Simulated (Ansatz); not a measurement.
Structure of amorphous In24O38Ge (periodic cell):

```xyz
63
Lattice="9.7433 0.1541 -0.1385 0.1541 9.8909 -0.1077 -0.1385 -0.1077 9.2771" Properties=species:S:1:pos:R:3 pbc="T T T"
In     5.7516     4.0446     8.4959
In     6.8753     3.5368     5.6564
In     1.7507     0.0240     3.1498
In     0.8941     3.5523     1.9869
In     3.5473     9.2518     5.7208
In     9.0436     2.2811     7.9887
In     1.9007     6.2254     4.7479
In     3.3725     7.1406     8.1697
In     3.8168     5.2368     1.7931
In     2.2280     0.8711     8.9101
In     5.9606     0.5048     8.1491
In     3.8187     3.1305     4.4818
In     8.5460     8.2494     3.5403
In     2.7768     4.0828     7.3243
In     7.2385     7.4793     9.0090
In     4.9209     1.8949     1.6444
In     4.4749     8.4376     1.7659
In     0.7156     6.8462     1.2950
In     5.3735     6.6216     4.6170
In     7.2062     5.1470     2.3289
In     8.4782     1.4540     2.0322
In     0.8118     2.1345     5.4742
In     9.4754     5.4492     7.5901
In     9.6860     8.7973     6.8878
O      5.6901     3.9645     1.3449
O      2.8614     7.1357     0.9800
O      9.3838     0.8967     6.4124
O      1.1420     5.5226     2.8995
O      7.2919     5.5153     8.1960
O      0.3415     1.5815     0.5886
O      3.8089     5.3181     4.0277
O      7.8311     0.5087     3.8768
O      4.3416     7.3697     6.3077
O      1.9948     3.8551     5.2809
O      2.9666     0.2126     1.4563
O      4.9294     0.2054     3.0675
O      6.6167     8.3400     4.4179
O      8.1974     6.9601     1.7170
O      0.8754     4.7866     0.2177
O      3.9028     5.0857     8.8144
O      2.2470     9.0221     7.5152
O      5.4246     6.6323     2.3268
O      9.5099     7.3720     8.4805
O      4.8184     3.8919     6.4441
O      7.6829     9.0698     7.7121
O      1.7826     5.9725     6.9561
O      0.2552     8.8127     2.2740
O      5.8476     2.3299     4.2005
O      8.9834     3.7687     6.3333
O      6.7637     1.0064     0.9396
O      6.9534     2.4629     7.6430
O      0.5235     1.7978     3.3578
O      4.2597     1.6657     8.8109
O      8.5147     3.5990     1.9630
O      0.0640     7.4638     5.2622
O      2.6624     1.1149     4.8849
O      5.2086     8.2854     9.0625
O      5.2767     0.3984     6.0417
O      3.1640     3.1719     2.2897
O      2.8644     8.1893     3.9688
O      1.5868     2.3992     7.6328
O      6.9898     5.2552     4.4512
Ge     6.1129     0.3366     4.4180
```

The numbers are results of PBE, scalar-relativistic without spin-orbit coupling (plane waves to 420 eV, PAW; Ansatz, a program for electronic structure), not measurements.

It comes from a melt-quench run on a machine-learned potential (CHGNet), relaxed afterwards by DFT. O atoms were pushed apart under 1.9 Å during the dynamics, to hinder bonds among them. The hot cell started wider than the set density and was brought back towards it in steps. It is the lowest in DFT energy of 2 quenches. It is a model cell: composition and starting density were chosen by hand, and all elements were melted together. No dispersion term was used. Its density started from a set value of 6.39 and ended at 6.39 g/cm³. The simulated quench (nominally 280 K/ps over its main leg) is rapid and tends to freeze in more defects than a deposited or slowly cooled glass has. A cell of this size samples the disorder only roughly. The volume was held where the preparation left it and the shape relaxed, at a PBE pressure of -0.9 GPa (tension). Stress components on the final sampling reach 1.0 GPa.

Neighbours within In-In 3.12 Å, In-O 2.60 Å, In-Ge 2.88 Å, O-O 1.58 Å, O-Ge 2.23 Å, Ge-Ge 2.81 Å count as bonded. Two cations that share two anions don't count as bonded, nor two that share one unless they lie closer than In-In 3.04 Å, In-Ge 2.80 Å, Ge-Ge 2.57 Å.

Question: Give the coordination numbers, mean bond lengths and angles.

Answer: 
| Quantity | Result |
|---|---|
| Mean coordination of In by anions | 5.38 (15 with 5, 9 with 6) |
| Mean coordination of O | 3.53 (18 with 3, 20 with 4) |
| Mean coordination of Ge by anions | 5.00 (1 with 5) |
| Mean In-O bond | 2.204 Å (spread 0.094 Å, 129 counted) |
| Mean O-Ge bond | 1.877 Å (spread 0.085 Å, 5 counted) |
| Bond angle at In | mean 105.1°, spread 28.5° |
| Bond angle at O | mean 111.1°, spread 16.8° |
| Bond angle at Ge | mean 107.6°, spread 27.1° |

Question: List the pairs of like atoms that count as bonded by the rules above.

Answer: There are none by these rules.
